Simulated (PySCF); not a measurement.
PySCF 2.14.0, PBE0/def2-svpd, df: OB(O)C[SiH2]Cl, 12 atoms. The geometry is a generated start, not checked to be a minimum at this level.

task: energy
method: pbe0
basis: def2-svpd
two-electron scheme: density fitting
mol.max_memory: 3000 MB
mf.max_cycle: 100
mf.conv_tol: 1e-09 (default)
mf.grids.level: 3 (default)
basis functions: 185
grid points: 153240

```xyz
12

Si     1.5457    -0.3174     0.2762
Cl     3.2366     0.3988    -0.5716
C      0.0561     0.5895    -0.4702
B     -1.3225    -0.0513     0.0310
O     -2.1070    -0.8110    -0.7633
O     -1.7585     0.0988     1.3024
H      1.6420    -0.0687     1.7170
H      1.4963    -1.7534     0.0084
H      0.1319     0.5707    -1.5584
H      0.1102     1.6415    -0.1838
H     -1.8171    -0.9289    -1.6653
H     -1.2137     0.6314     1.8774
```

With the defaults (mf.diis = true, mf.init_guess = minao, mf.DIIS = CDIIS, mf.level_shift = 0, mf.diis_space = 8, mf.damp = 0, mf.diis_start_cycle = 1) it converges in 12 Fock builds. One run each on 2 threads, 1 BLAS thread, with these changes:
- mf.init_guess = mod_huckel
- mf.level_shift = 0.1 Hartree
- mf.diis_space = 3
- mf.init_guess = huckel
- mf.diis = false, mf.damp = 0.7, mf.diis_start_cycle = 999
- mf.diis_space = 20
- mf.DIIS = EDIIS
- mf.diis_space = 5
- mf.diis = false

Task: Which of these changes keep the SCF from converging, or lead it to another solution?

Result: No convergence: mf.diis = false (the run ends without SCF convergence in 100 cycles). The rest reach the solution of the defaults.

```json
[
 {"setting": "the defaults", "Fock builds": "12", "end": "same solution"},
 {"setting": "mf.level_shift = 0.1 Hartree", "Fock builds": "12", "end": "same solution"},
 {"setting": "mf.diis_space = 5", "Fock builds": "12", "end": "same solution"},
 {"setting": "mf.diis_space = 20", "Fock builds": "12", "end": "same solution"},
 {"setting": "mf.init_guess = huckel", "Fock builds": "14", "end": "same solution"},
 {"setting": "mf.init_guess = mod_huckel", "Fock builds": "14", "end": "same solution"},
 {"setting": "mf.diis_space = 3", "Fock builds": "16", "end": "same solution"},
 {"setting": "mf.diis = false, mf.damp = 0.7, mf.diis_start_cycle = 999", "Fock builds": "28", "end": "same solution"},
 {"setting": "mf.DIIS = EDIIS", "Fock builds": "99", "end": "same solution"},
 {"setting": "mf.diis = false", "Fock builds": "101", "end": "no convergence"}
]
```
